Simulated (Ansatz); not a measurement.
# Predicting one run from its neighbours: the pressure against the volume, Sn (I4_1/amd, 2 atoms in the cell)

```xyz
2
Lattice="-2.9401 2.9401 1.5993 2.9401 -2.9401 1.5993 2.9401 2.9401 -1.5993" Properties=species:S:1:pos:R:3 pbc="T T T"
Sn     0.0000     2.9401     0.7996
Sn     0.0000     0.0000     0.0000
```

Method of the run: PBE (plane waves, PAW; Ansatz, an electronic-structure program).

Base settings: basis.ecutwfc = 420 eV; kpoints.mp_grid.grid = 12 12 12; hamiltonian.xc = pbe; hamiltonian.pseudopotentials = {kind: paw} (the program's default PAW files); scf.occupations.method = methfessel_paxton; scf.occupations.width = 0.05 eV.

The starting cell comes from a database of computed structures (which also holds hypothetical and non-ambient phases and stackings), without a prior relaxation at this level. Ansatz's pressure includes its estimate of the finite-basis (Pulay) stress.

Murnaghan's equation with B′ set to 4 (a common value, assumed and not fitted) makes the pressure a straight line in x = (V₁/V)⁴, here with V₁ = 27.650 Å³/atom: P = a + b·x. The rows are the cell shown with its lattice scaled (for instance lattice scaled by 0.97, lattice scaled by 0.985, lattice scaled by 1.015, lattice scaled by 1.03); fractional positions and shape were held.

| volume (Å³/atom) | (V₁/V)⁴ | pressure (GPa) |
|---|---|---|
| 30.214 | 0.7014 | -2.56 |
| 28.913 | 0.8364 | -0.83 |
| 27.650 | 1.0000 | 1.33 |
| 26.424 | 1.1989 | ? |
| 25.235 | 1.4413 | 7.46 |

### Question
Fit the line to the 4 rows given and predict the withheld one.

### Answer
Means: x̄ = 0.99477, ȳ = 1.3500. Σ(x − x̄)(y − ȳ) = 4.221 and Σ(x − x̄)² = 0.3106, so b = 13.59 and a = ȳ − b·x̄ = -12.169; P = 0 at x₀ = −a/b = 0.8954, so V₀ = V₁·x₀^(−1/4) = 28.42 Å³/atom and B₀ = 4·b·x₀ = 49 GPa (for B′ = 4 and held positions). The largest residual of the fitted rows is 0.091. At x = 1.1989 the line gives 4.12 GPa. The run gave 4.05 GPa, a miss of 0.07 GPa. The rows were chosen because the form fits them, the withheld one included, so this shows the method and is no test of the form.

Left out of this page: 5 runs of the series outside the window shown, repeating another row's setting, or not comparable.

Keys are those of Ansatz 0.2.
